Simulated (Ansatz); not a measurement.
AlB2-type TiB₂ was calculated with revPBE (Ansatz, a program for electronic structure, PAW).

Input:

Ansatz 0.2 input:
```yaml
crystal:
  lattice:
    - [1.5224849406, -2.6370212709, 0.0]
    - [1.5224849406, 2.6370212709, 0.0]
    - [0.0, 0.0, 3.2412472936]
  atoms:
    - { symbol: Ti, position: [0.0, 0.0, 0.0] }
    - { symbol: B, position: [0.3333333333, 0.6666666667, 0.5] }
    - { symbol: B, position: [0.6666666667, 0.3333333333, 0.5] }
basis:
  ecutwfc: 520
  ecutrho_ratio: 4
  xc_grid: 2
kpoints:
  mp_grid: { grid: [24, 24, 18] }
hamiltonian:
  xc: revpbe
  dispersion: none
  pseudopotentials: { kind: paw }
scf:
  occupations: { method: fermi_dirac, width: 0.05 }
  convergence: { dr2_threshold: 0.0000000003 }
output:
  forces: true
  stress: true
  eigenvalues: true
```

Excerpt of the program's output:

```
Crystal: 3 atoms, lattice volume = 26.026 Å³
Basis set: ecut = 520 eV, 721 PW (Γ), exchange–correlation on 48×48×50 points (8 copies of the dense FFT grid, shifted against one another)
Bands: 13, of which v1, the nominal top of the filled ones, is band 9 counted from 1 (8 counted from 0)
Symmetry: 24 space group operations
Space group: P6/mmm (ITA 191), of the structure as read, at distance tolerance 3.0e-5 Å
k-points: 610 of 10368
Functional: x = revpbe(κ = 1.245, μ = 0.2195149727645171), c = pbe(β = 0.06672455060314922)
SCF iter   1: F=—  HF=-2819.352436 eV  |F-HF|=—  |Δ(HF+E_count)|=         —  Δρ=3.37e-3  dr2=1.89e-3
SCF iter   2: F=—  HF=-2819.351860 eV  |F-HF|=—  |Δ(HF+E_count)|=   5.76e-4  Δρ=1.92e-3  dr2=6.10e-4
  ...
SCF iter   6: F=—  HF=-2819.351705 eV  |F-HF|=—  |Δ(HF+E_count)|=  4.14e-10  Δρ=1.31e-6  dr2=3.95e-10
SCF iter   7: F=-2819.351705 eV  HF=-2819.351705 eV  |F-HF|=3.64e-12  |Δ(HF+E_count)|=  1.29e-10  Δρ=1.73e-7  dr2=4.41e-12
SCF 1 converged in 7 iterations: F = -2819.351705 eV  dr2 = 4.41e-12
SCF converged after 7 iterations
Free energy (F): -2819.351705 eV
Internal energy: -2819.348473 eV  (E = F + TS)
E sigma→0 (E₀):  -2819.350089 eV
Fermi energy:    15.069892 eV
--- Forces (eV/Å), atoms counted from 1 ---
  atom   1  Ti    -0.00000000     0.00000000     0.00000000
  atom   2  B      0.00000000    -0.00000000    -0.00000000
  atom   3  B     -0.00000000     0.00000000     0.00000000
--- Stress (GPa, compression-positive) ---
        0.004886       0.000000      -0.000000
        0.000000       0.004886       0.000000
       -0.000000       0.000000      -0.012221
  P = ⅓ Tr σ = -0.0008 GPa (-0.008 kbar)
```

The PAW data were made under PBE.

It cost roughly 17 core-seconds of CPU time.
